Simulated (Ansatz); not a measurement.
**A computed series for Cu3N: pressure series**

The parent structure is Cu3N (space group Pm-3m, No. 221; a = 3.765 Å).

Cell and atoms are relaxed at each pressure.

Method: Kohn–Sham DFT with the PBEsol functional, run in Ansatz (a program for electronic structure) with PAW and 420 eV plane waves, without spin-orbit coupling.

```
P (GPa)  V (Å³/atom)
-------  -----------
-0.98         13.441
0.89          13.254
2.10          13.141
4.50          12.931
9.00          12.582
15.00         12.185
22.50         11.770
30.00         11.418
```

A third-order Birch–Murnaghan fit to these points gives V₀ = 13.34 Å³/atom, B₀ = 134 GPa and B₀′ = 4.6. At pressure 30 GPa the volume is 85.6 % of V₀.

Load acts through the strain it causes; cell and atoms are relaxed under it. Whether these cells are dynamically stable was not tested. Competing high-pressure phases were not computed. The final runs are not spin-polarised.
